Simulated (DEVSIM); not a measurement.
Structure: illuminated Si n-on-p cell, one wavelength, at 300 K.

```
layer (left to right)  material  thickness (μm)  Nd (cm⁻³)  Na (cm⁻³)  τn (s)  τp (s)  absorption coefficient (cm⁻¹)
---------------------  --------  --------------  ---------  ---------  ------  ------  -----------------------------
1                            Si           0.150     5.3e18          -  1.1e-7  3.7e-7                            650
2                            Si            47.0          -       1e17  9.7e-7  9.7e-7                            650
```

Left contact: ohmic, minority hole recombination velocity 1e6 cm/s. Right contact: ohmic, minority electron recombination velocity 6e6 cm/s. Voltage is applied to the left contact. Recombination: SRH at mid-gap, radiative, Auger. Gap narrowing is on: ΔEg = 6.92 meV × (l + √(l² + 0.5)), l = ln(N/1.3e17 cm⁻³), shared equally by both band edges. Light enters at the left, 1.5e17 photons cm⁻² s⁻¹, one pass, no reflection. Mobility is μmin + (μ − μmin)/(1 + (N/Nref)^α).

This is a model device: material constants are rounded textbook-type values typed into the input, and sizes, dopings and lifetimes were drawn at random. Values at 300 K.

```tsv
parameter	Si
gap (eV)	1.124
affinity (eV)	4.05
permittivity	11.7
Nc (cm⁻³)	2.86e19
Nv (cm⁻³)	3.1e19
μn (cm²/Vs)	1417
μp (cm²/Vs)	470
μn,min	52
μp,min	45
Nref,n	9.7e16
Nref,p	2.2e17
αn	0.68
αp	0.72
B (cm³/s)	4.7e-15
Cn (cm⁶/s)	2.8e-31
Cp (cm⁶/s)	9.9e-32
```

DEVSIM, 1D drift-diffusion, Boltzmann statistics, complete ionisation; no tunnelling, impact ionisation, image-force lowering or self-heating.

Base results: potential step across the device at zero bias (V) 0.905; dark forward voltage at 100 A/cm² (V) 0.848; short-circuit current (mA/cm²) 15.6; dark forward voltage at 1 A/cm² (V) 0.677.

**Question.** What follows from this one change: doping Na of layer 2 1e+17 → 1e+16 cm^-3?

**Answer.** potential step across the device at zero bias 0.905 → 0.846 V; dark forward voltage at 100 A/cm² little changed (0.847 V); short-circuit current 15.6 → 16.0 mA/cm²; dark forward voltage at 1 A/cm² 0.677 → 0.641 V.

**Question.** What follows from this one change: recombination velocity at the left contact 1e+06 → 100 cm/s?

**Answer.** potential step across the device at zero bias little changed (0.905 V); dark forward voltage at 100 A/cm² 0.848 → 0.852 V; short-circuit current 15.6 → 15.7 mA/cm²; dark forward voltage at 1 A/cm² 0.677 → 0.711 V.

**Question.** What follows from this one change: doping Nd of layer 1 5.3e+18 → 5.3e+17 cm^-3?

**Answer.** potential step across the device at zero bias 0.905 → 0.861 V; dark forward voltage at 100 A/cm² 0.848 → 0.834 V; short-circuit current little changed (15.6 mA/cm²); dark forward voltage at 1 A/cm² 0.677 → 0.636 V.

**Question.** What follows from this one change: photon flux 1.5e+17 → 4.5e+15 cm^-2 s^-1?

**Answer.** potential step across the device at zero bias little changed (0.905 V); dark forward voltage at 100 A/cm² little changed (0.848 V); short-circuit current 15.6 → 0.467 mA/cm²; dark forward voltage at 1 A/cm² little changed (0.677 V).

**Question.** What follows from this one change: thickness of layer 1 0.15 → 0.03 μm?

**Answer.** potential step across the device at zero bias little changed (0.905 V); dark forward voltage at 100 A/cm² 0.848 → 0.841 V; short-circuit current little changed (15.6 mA/cm²); dark forward voltage at 1 A/cm² 0.677 → 0.650 V.

**Question.** What follows from this one change: constant mobility in place of the doping-dependent one?

**Answer.** potential step across the device at zero bias little changed (0.905 V); dark forward voltage at 100 A/cm² 0.848 → 0.811 V; short-circuit current 15.6 → 16.1 mA/cm²; dark forward voltage at 1 A/cm² 0.677 → 0.647 V.
